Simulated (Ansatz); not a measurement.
Take SnO (space group P4/nmm, No. 129; a = 3.769 Å, c = 4.557 Å; layered, stacked along the Cartesian z axis; relaxed with 0.1 eV smearing) as the base. Axes: x, y, z lie along a, b, c of the conventional cell.

Calculations: PBEsol-D3(BJ)/PAW in Ansatz (an electronic-structure program), spin-orbit coupling left out.

Strains are applied to the cell and any free atomic positions relax.

One change was made to it. Results:

```tsv
quantity	base	after
shortest interatomic distance	2.211 Å	2.197 Å
energy relative to the base (free energy F)	0 meV/atom	+1.7 meV/atom
band gap	zero	zero
```

Name the change that was made.
(A) uniaxial strain ε_xx = −0.60 %
(B) uniaxial strain ε_xx = −1.80 %
(C) uniaxial strain ε_xx = −2.40 %
(D) uniaxial strain ε_xx = −3.00 %

B, uniaxial strain ε_xx = −1.80 %. For comparison, the energy relative to the base in the other runs: uniaxial strain ε_xx = −2.40 % gives +3.1 meV/atom; uniaxial strain ε_xx = −0.60 % gives +0.2 meV/atom; uniaxial strain ε_xx = −3.00 % gives +4.9 meV/atom.

Stability against distortions was not tested. All final runs are without spin polarisation. A zero or small gap of SnO can be the functional's error rather than a property of the material.
